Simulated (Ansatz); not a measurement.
The structure below was relaxed with PBE in Ansatz (plane waves to 420 eV, PAW, spin-orbit coupling left out), at pressure 9 GPa.

Space group Pm-3m (No. 221); a = b = c = 2.9635 Å, α = β = γ = 90.00°

```json
[
 {"atom": "Al", "site": "1b", "symmetry": "m-3m", "x": "0.5000", "y": "0.5000", "z": "0.5000"},
 {"atom": "Ru", "site": "1a", "symmetry": "m-3m", "x": "0.0000", "y": "0.0000", "z": "0.0000"}
]
```

Q: Write out a cell with all atoms.

A: 
```cif
data_AlRu
_chemical_formula_sum 'Al1 Ru1'
_space_group_name_H-M_alt 'P 1'
_space_group_IT_number 1
_cell_length_a 2.96348
_cell_length_b 2.96348
_cell_length_c 2.96348
_cell_angle_alpha 90.000
_cell_angle_beta 90.000
_cell_angle_gamma 90.000
loop_
_space_group_symop_operation_xyz
  'x, y, z'
loop_
_atom_site_label
_atom_site_type_symbol
_atom_site_fract_x
_atom_site_fract_y
_atom_site_fract_z
_atom_site_occupancy
Al1 Al 0.50000 0.50000 0.50000 1
Ru1 Ru 0.00000 0.00000 0.00000 1
```
This is the conventional cell.

Load acts through the strain it causes; cell and atoms are relaxed under it. Whether these cells are dynamically stable was not tested. Competing high-pressure phases were not computed. All final runs are without spin polarisation. The cell was made from AlRu in the CsCl type structure (space group Pm-3m, No. 221) by this change: pressure 9 GPa.

Ansatz is a program for electronic structure.
